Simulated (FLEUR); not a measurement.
Input and output of a self-consistent single point for Ti (P1, 3 atoms in the cell) (FLEUR).

Level of theory: FLEUR with LDA (Perdew-Zunger), all-electron FLAPW (FLEUR), scalar-relativistic valence.

```
CELL_PARAMETERS angstrom
      4.56737     0.00000     0.00000
     -2.28369     3.95546     0.00000
      0.00000     0.00000     2.82624
ATOMIC_POSITIONS crystal
  Ti 0.00179 0.00843 0.02665
  Ti 0.31972 0.65167 0.49430
  Ti 0.67849 0.33990 0.47906
```

Reference input (self-consistent single point, DFT, PBEsol, all-electron FLAPW (FLEUR), scalar-relativistic valence): Kmax = 3.5 1/bohr; GmaxXC = 14 1/bohr; xcFunctional = PBEs; jspins = 1; l_soc = F; mode = hist; fermiSmearingEnergy = 0.00499791 Htr; mesh (inpgen div1-3) = 5 5 7; inpgen gamma flag = false; Gmax = 14 1/bohr; numbands = 0; maxIterBroyd = 15. This run's input differs from it in these lines:

```diff
@@ -15,3 +15,3 @@
 &comp jspins=1 /
-&exco xctyp='PBEs' /
+&exco xctyp='pz' /
 &kpt div1=5 div2=5 div3=7 /
@@ -28,3 +28,3 @@
       <coreElectrons ctail="T" frcor="F" kcrel="0" coretail_lmax="0"/>
-      <xcFunctional name="PBEs" relativisticCorrections="F"/>
+      <xcFunctional name="pz" relativisticCorrections="F"/>
       <magnetism jspins="1"/>
```

Output (repeated stretches shortened):

```
 Iteration:     1   Distance:       8.47614359 me/bohr^3
 Iteration:     2   Distance:       7.23130304 me/bohr^3
 Iteration:     3   Distance:       4.72562327 me/bohr^3
 Iteration:     4   Distance:       2.74532786 me/bohr^3
 Iteration:     5   Distance:       2.26777793 me/bohr^3
   [... 13 lines left out ...]
 Iteration:    19   Distance:       0.00006383 me/bohr^3
 Iteration:    20   Distance:       0.00004712 me/bohr^3
 Iteration:    21   Distance:       0.00001026 me/bohr^3
 Iteration:    22   Distance:       0.00000383 me/bohr^3
 Reset of history
 Run finished successfully
 Stop message:
   Structural relaxation: new displacements generated

[file out, last iteration]
             iter=     23
[...]
          total density-effective poten   -4.0670975138E+03
          total charge density-energy d   -1.2100386347E+02
 Updated energy parameters for spin:           1
[...]
 fermi energy and band-weighting factors:

[...]
FERMIE:
          first approx. to ef    (T=0)  :   0.332618 htr   (energy of the highest occ. eigenvalue)
          number of occ. states  (T=0)  :       1585
          first approx. to seigv (T=0)  : -22.617104 htr
          sum of weights of occ. states :  18.005714
          sum of semicore charge        :   0.000000 e
FERHIS:  Fermi-Energy by histogram:
          bandgap                     :   0.000099 htr
   [... lines left out ...]
          charge neutrality (T=0)     :   0.011429    (zero if the highest occ. eigenvalue is "entirely" occupied)
     EF_NEWTON:  Adjust Fermi-Energy by Newton-Method.
 Direct bandgap for spin            1 :    3.8372663439810717E-003  Htr
 ---->    free energy=                     -2556.0069164535 htr
   [... lines left out ...]
 TOTAL FORCE FOR ATOM TYPE=  1  X= -0.021   Y=  0.063   Z=  0.142
                       FX_TOT= 0.001033 FY_TOT=-0.002938 FZ_TOT=-0.010527
 TOTAL FORCE FOR ATOM TYPE=  2  X=  4.263   Y= -2.604   Z=  2.640
                       FX_TOT= 0.004132 FY_TOT= 0.005484 FZ_TOT= 0.004335
 TOTAL FORCE FOR ATOM TYPE=  3  X= -4.242   Y=  2.541   Z=  2.559
                       FX_TOT=-0.005165 FY_TOT=-0.002548 FZ_TOT= 0.006192
```

The run converged in 22 iterations. FLEUR gives forces in its relaxation mode, with a further iteration, so its stop message speaks of a relaxation. Against the reference run the largest force goes from 0.616 to 0.565 eV/Å.

The starting cell comes from a database of computed structures (which also holds hypothetical and non-ambient phases and stackings), without a prior relaxation at this level. Its atoms were displaced at random from the sites of space group no. 191. Spin polarisation is off. Values depend on the basis (sphere radii, cutoffs, local orbitals), which need not be converged. The log's line on a gap gives a spacing of levels on this mesh, which the program prints for metals too.

Cost on one core of a shared machine: roughly 5 min.
